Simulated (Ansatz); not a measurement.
Consider Pd in the simple cubic structure (space group Pm-3m, No. 221; a = 2.567 Å; a hypothetical phase, not in the database extracts checked; relaxed with 0.1 eV smearing). Axes: x, y, z lie along the cube axes.

Method: Kohn–Sham DFT with the PBEsol functional, run in Ansatz (an electronic-structure program) with PAW and 420 eV plane waves, no spin-orbit coupling.

Perturbation: uniaxial strain ε_xx = +1.41 %, all other strain components held at zero, atoms relaxed at fixed cell.

### Question
Estimate the effect on the stress.

### Answer
The stress (xx, yy, zz, yz, xz, xy; compression positive) amounts to (-4.7, -0.5, -0.5, 0.0, 0.0, 0.0) GPa.

Whether these cells are dynamically stable was not tested. All final runs are without spin polarisation. Pd has a high density of states at the Fermi level and may be magnetic at this level.
